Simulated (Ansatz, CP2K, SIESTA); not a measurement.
One structure in several programs: a (001) slab of Al2Au (cut from a parent of space group no. 225; 6 atoms in the cell)

Self-consistent single point.

```xyz
6
Lattice="4.2222 0.0000 0.0000 -4.2222 4.2222 0.0000 0.0000 0.0000 20.5035" Properties=species:S:1:pos:R:3 pbc="T T T"
Al     2.1111     0.0000    11.0024
Al     0.0000     2.1111    11.0024
Al     0.0000     2.1111     8.0000
Al     2.1111     0.0000     8.0000
Au     0.0000     0.0000    12.5035
Au     2.1111     2.1111     9.5012
```

Shared settings, as Ansatz (a first-principles code) writes them: kpoints.mp_grid.grid = 10 10 1; scf.occupations.method = fermi_dirac; scf.occupations.width = 0.1 eV. Potentials and cutoffs stand in the table.

```json
[
 {"code": "CP2K", "model": "PBEsol, GPW, DZVP-MOLOPT-SR-GTH basis, GTH-PBE potentials (GTH_POTENTIALS)", "largest force (eV/Å)": "0.846", "cutoff": "grid 500 Ry"},
 {"code": "SIESTA", "model": "GGA PBEsol, numerical atomic orbitals DZP, PseudoDojo PBEsol standard norm-conserving potentials (rewritten from UPF to PSML)", "largest force (eV/Å)": "1.017", "cutoff": "grid 300 Ry"},
 {"code": "Ansatz", "model": "PBEsol, default PAW files made with PBE", "largest force (eV/Å)": "1.140", "cutoff": "default"}
]
```

Size of the force on each atom (eV/Å): Sizes of forces hide their directions.

| code | Al1 | Al2 | Al3 | Al4 | Au5 | Au6 |
|---|---|---|---|---|---|---|
| CP2K | 0.592 | 0.592 | 0.289 | 0.289 | 0.846 | 0.241 |
| SIESTA | 0.591 | 0.591 | 0.196 | 0.196 | 1.017 | 0.229 |
| Ansatz | 0.566 | 0.566 | 0.105 | 0.105 | 1.140 | 0.220 |

On Ansatz's run: spin-orbit coupling is off. The two faces of this cut differ, and no dipole correction was used.

The spread over the programs that give each value: largest force within 0.294 eV/Å.

CP2K and SIESTA use small atom-centred bases, whose incompleteness enters pressures, forces and empty levels differently from a plane-wave cutoff.

The starting cell comes from a database of computed structures (which also holds hypothetical and non-ambient phases and stackings), without a prior relaxation at this level. The slab is cut from that crystal, and its faces are unrelaxed. Its lattice was rescaled in the plane by a random factor within 2.5 % of one.

Keys are those of Ansatz 0.2.
